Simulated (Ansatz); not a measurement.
**TaAs: pressure series**

Start from TaAs (space group I4_1md, No. 109; a = 3.463 Å, c = 11.733 Å).

Cell and atoms are relaxed at each pressure.

The values are results of PBE (Ansatz, a quantum-chemistry and plane-wave program, PAW, no SOC), not measurements.

Candidates:
(a) pressure 4.5 GPa
(b) pressure 22.5 GPa
(c) pressure −2 GPa
(d) pressure 0.9 GPa

Base values:

| Item | Value |
|---|---|
| c/a ratio | 3.388 |

**Question.** Order them by c/a ratio, highest first.

**Answer.** (c) pressure −2 GPa (3.395), (d) pressure 0.9 GPa (3.385), (a) pressure 4.5 GPa (3.372), (b) pressure 22.5 GPa (3.321)

Load acts through the strain it causes; cell and atoms are relaxed under it. Whether these cells are dynamically stable was not tested. No other phases were tried under pressure. All final runs are without spin polarisation.
